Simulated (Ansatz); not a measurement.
Base system: Ti in the hcp (Mg type) structure (space group P6_3/mmc, No. 194).

```xyz
2
Lattice="2.9359 0.0000 0.0000 -1.4679 2.5425 0.0000 0.0000 0.0000 4.6366" Properties=species:S:1:pos:R:3 pbc="T T T"
Ti     0.0000     1.6950     3.4774
Ti     1.4679     0.8475     1.1591
```

Cartesian axes are those of the cell as printed.

Calculations: r2SCAN (Ansatz, a first-principles code, PAW, no spin-orbit coupling).

Strains are applied to the cell and any free atomic positions relax.

One change was made to it. Results:

The energy stays essentially unchanged; the pressure (mean of the normal stresses, compression positive) goes from zero to -0.5 GPa; the band gap remains zero.

Q: What was done to the base?
(A) tensor shear ε_xy = +2.68 %
(B) isotropic strain +4.31 %
(C) isotropic strain −1.02 %
(D) uniaxial strain ε_zz = +0.44 %

A: D, uniaxial strain ε_zz = +0.44 %. For comparison, the energy relative to the base in the other runs: isotropic strain +4.31 % gives +95 meV/atom; tensor shear ε_xy = +2.68 % gives +7.4 meV/atom; isotropic strain −1.02 % gives +6.1 meV/atom.

Without a gap, meshes like the base's 18×18×10 leave anisotropic stresses uncertain by several tenths of a GPa, and small strain energies with them. Stability against distortions was not tested. All final runs are without spin polarisation.
